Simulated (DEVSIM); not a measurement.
**Si p-i-n diode**

Structure: Si p-i-n diode, at 300 K.

```tsv
layer (left to right)	material	thickness (μm)	Nd (cm⁻³)	Na (cm⁻³)	τn (s)	τp (s)
1	Si	0.220	-	1.4e19	0.0005	0.0005
2	Si	0.330	9.6e11	-	0.0005	0.005
3	Si	0.300	1.8e18	-	0.0005	0.0005
```

Left contact: ohmic. Right contact: ohmic. Voltage is applied to the left contact. Recombination: SRH at mid-gap, radiative. Mobility is constant in doping.

The device is made up for the run: typed textbook-type constants, with dimensions and the other settings drawn at random. Values at 300 K.

| parameter | Si |
|---|---|
| gap (eV) | 1.124 |
| affinity (eV) | 4.05 |
| permittivity | 11.7 |
| Nc (cm⁻³) | 2.86e19 |
| Nv (cm⁻³) | 3.1e19 |
| μn (cm²/Vs) | 1417 |
| μp (cm²/Vs) | 470 |
| B (cm³/s) | 4.7e-15 |

Model (solved in DEVSIM): 1D drift-diffusion, Boltzmann statistics, complete ionisation; no tunnelling, impact ionisation, image-force lowering or self-heating.

The potential step across the device at zero bias is 1.032 V and the dark forward voltage at 1 A/cm² comes out as 0.666 V. The dark forward voltage at 100 A/cm² is 0.786 V.

Small-signal capacitance in reverse bias (quasi-static):

```tsv
V (V)	C (nF/cm²)
-0.04	34.2
-0.1	34.0
-0.2	33.6
-0.3	33.3
-0.4	33.0
-0.6	32.6
-0.8	32.4
-1	32.1
-1.3	31.9
-1.6	31.7
-2	31.5
```

Dark forward current:

```json
[
 {"V (V)": "0.05", "J (A/cm²)": "4.1e-11"},
 {"V (V)": "0.10", "J (A/cm²)": "3.1e-10"},
 {"V (V)": "0.15", "J (A/cm²)": "2.2e-9"},
 {"V (V)": "0.20", "J (A/cm²)": "1.5e-8"},
 {"V (V)": "0.25", "J (A/cm²)": "1.0e-7"},
 {"V (V)": "0.30", "J (A/cm²)": "7.0e-7"},
 {"V (V)": "0.35", "J (A/cm²)": "4.9e-6"},
 {"V (V)": "0.40", "J (A/cm²)": "3.4e-5"},
 {"V (V)": "0.45", "J (A/cm²)": "0.00023"},
 {"V (V)": "0.50", "J (A/cm²)": "0.0016"},
 {"V (V)": "0.55", "J (A/cm²)": "0.011"},
 {"V (V)": "0.60", "J (A/cm²)": "0.077"},
 {"V (V)": "0.65", "J (A/cm²)": "0.53"},
 {"V (V)": "0.70", "J (A/cm²)": "3.7"},
 {"V (V)": "0.75", "J (A/cm²)": "25"},
 {"V (V)": "0.80", "J (A/cm²)": "170"},
 {"V (V)": "0.85", "J (A/cm²)": "1100"},
 {"V (V)": "0.90", "J (A/cm²)": "7200"}
]
```
